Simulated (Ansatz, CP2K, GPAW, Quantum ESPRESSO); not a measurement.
# Code comparison for ZrAu₃ (Pmmn, 8 atoms in the cell)

Self-consistent single point.

```
ZrAu3
1.0
    4.78263     0.00000     0.00000
    0.00000     6.02935     0.00000
    0.00000     0.00000     4.84371
Zr Au
2 6
Direct
  0.50000   0.50000   0.66091
  0.00000   0.00000   0.33909
  0.50000   0.75364   0.16530
  0.50000   0.24636   0.16530
  0.00000   0.74636   0.83470
  0.00000   0.25364   0.83470
  0.00000   0.50000   0.33990
  0.50000   0.00000   0.66010
```

Shared settings, as Ansatz (a first-principles code) writes them: kpoints.mp_grid.grid = 3 3 3; scf.occupations.method = gaussian; scf.occupations.width = 0.272 eV. Potentials and cutoffs stand in the table.

```tsv
code	model	pressure (GPa)	largest force (eV/Å)	cutoff
CP2K	LDA (Pade form), GPW, DZVP-MOLOPT-SR-GTH basis, GTH-PADE potentials (GTH_POTENTIALS)	4.03	0.180	grid 500 Ry
GPAW	LDA (Perdew-Wang 92), GPAW PAW datasets LDA (gpaw-data 1.0.1)	0.77	0.127	550 eV
Ansatz	LDA (PW92), PAW files made with PBE	-0.71	0.099	default
Quantum ESPRESSO	LDA (PZ), GBRV 1.5 ultrasoft (LDA) pseudopotentials	-1.04	0.099	40 Ry
```

Size of the force on each atom (eV/Å): Sizes of forces hide their directions.

```json
[
 {"code": "CP2K", "Zr1": "0.039", "Zr2": "0.039", "Au3": "0.178", "Au4": "0.178", "Au5": "0.180", "Au6": "0.180", "Au7": "0.097", "Au8": "0.097"},
 {"code": "GPAW", "Zr1": "0.016", "Zr2": "0.016", "Au3": "0.127", "Au4": "0.127", "Au5": "0.127", "Au6": "0.127", "Au7": "0.054", "Au8": "0.054"},
 {"code": "Ansatz", "Zr1": "0.023", "Zr2": "0.023", "Au3": "0.099", "Au4": "0.099", "Au5": "0.099", "Au6": "0.099", "Au7": "0.067", "Au8": "0.067"},
 {"code": "Quantum ESPRESSO", "Zr1": "0.022", "Zr2": "0.022", "Au3": "0.099", "Au4": "0.099", "Au5": "0.099", "Au6": "0.099", "Au7": "0.076", "Au8": "0.076"}
]
```

On Ansatz's run: spin-orbit coupling is off.

The spread over the programs that give each value: pressure within 5.07 GPa; largest force within 0.081 eV/Å.

CP2K uses small atom-centred bases, whose incompleteness enters pressures, forces and empty levels differently from a plane-wave cutoff. Ansatz's pressure is given at a fixed set of plane waves, as the other plane-wave codes print theirs; with its correction for the finite basis it is -0.68 GPa. The same LDA comes in different parametrisations, which differ slightly. In the pressure, CP2K (by 4.74) and GPAW (by 1.49) lie more than 1 GPa from the median of the plane-wave programs. In the force vectors, CP2K (by 0.106) lies more than 0.08 eV/Å from the median of the plane-wave programs.

The shared mesh is coarse (it stands for a supercell whose shortest vector is 14 Å), so the values are not converged in it.

The starting cell comes from a database of computed structures (which also holds hypothetical and non-ambient phases and stackings), without a prior relaxation at this level. Its lattice was rescaled by a random factor within 2.5 % of one.

Left out of this page: Elk (not drawn, or without a comparable value).

Keys are those of Ansatz 0.2.
